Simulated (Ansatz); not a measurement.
## IrO2 under a change: O → F

Base system: IrO2 in the rutile structure (space group P4_2/mnm, No. 136; a = 4.4718 Å, c = 3.1536 Å).

It is then changed as follows: F takes the place of O on all its sites; the structure is relaxed again.

Calculations: PBEsol, PAW, 420 eV (Ansatz, a program for electronic structure; spin-orbit coupling left out). Γ-centred 10×10×13 mesh, Fermi–Dirac width 0.05 eV, for the changed cell.

The volume per atom grows by 2.32 Å³ to 12.83 Å³ and the density shrinks by 1.88 g/cm³ (11.81 g/cm³ → 9.93 g/cm³). The lattice parameter a rises by 0.128 Å (4.472 Å → 4.600 Å) and the c/a ratio goes up by 0.086 to 0.791. The space group is still P4_2/mnm (No. 136) and the band gap remains zero.

Cost of the whole job for the changed cell (relaxation, final SCF and bands): about 3 core-minutes (a rough figure).

No phonon test of stability was made. As relaxed here, IrF2 is a hypothetical phase, not in the database extracts checked. No Hubbard U is applied, and correlation can decide whether such a compound is a metal. All final runs are without spin polarisation.
